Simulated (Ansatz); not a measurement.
ZrSe₂ (model structure, started from the 3R-MoS2 type, R3m, No. 160, 3 atoms in the cell)

The numbers are results of HSE06 in Ansatz (plane waves, PAW), not measurements.

Numerical settings: plane-wave cutoff 460 eV, 8×8×8 k mesh, Fermi–Dirac smearing 0.05 eV, scalar-relativistic PAW data made under PBE.

Cell (relaxed with PBE-D3(BJ)):

```
ZrSe2
1.0
    1.82851     1.05569     6.28376
   -1.82851     1.05569     6.28376
    0.00000    -2.11138     6.28376
Zr Se
1 2
Direct
  0.99973   0.99973   0.99973
  0.24395   0.24395   0.24395
  0.42302   0.42302   0.42302
```

```
Quantity                                                          Result
-------------------------------------------  ---------------------------
band gap                                     0.30 eV (on the SCF k mesh)
smallest direct gap on the k points sampled                      1.53 eV
```

Note: PBE has no gap here, and a hybrid on a coarse mesh can open a false one; the relaxation could raise the start's symmetry but not lower it, so the cell can be a saddle point; cell and atoms aren't relaxed at this level (pressure 1.6 GPa).

Spin–orbit coupling is not included.

Computed values are for the static lattice.

The result took very roughly 10 core-minutes.

A model structure was made by putting elements into a prototype or built by hand; it is no filed structure, need not be a known phase, and can be a saddle point held by its symmetry.

Ansatz is an electronic-structure program.
